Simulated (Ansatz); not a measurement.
In a W6S6 chain, spin-degenerate bands cross the Fermi level 4 times between Γ and the zone edge.

Level of theory: PBE+D3(BJ) (plane waves to 420 eV, PAW; Ansatz, a quantum-chemistry and plane-wave program). Mesh 1×1×68. No spin polarisation, so a magnetic state wasn't tested. Isolated but for its images some 11 Å away. A hypothetical model. Symmetry and one short period hold its shape; lower forms weren't sought. Values not marked SOC lack spin–orbit coupling.

Q: What are the conductance and the two-terminal resistance of a perfect, endless piece?

A: Each crossing on the half of the zone with k > 0 has a partner at −k, so it gives one mode in each direction. Counting spin there are 8 modes, each carrying e²/h = 38.74 μS. G = 8 × 38.74 = 309.9 μS and R = 1/G = 3.23 kΩ, whatever the length. Scattering by phonons, roughness and contacts can only raise R.
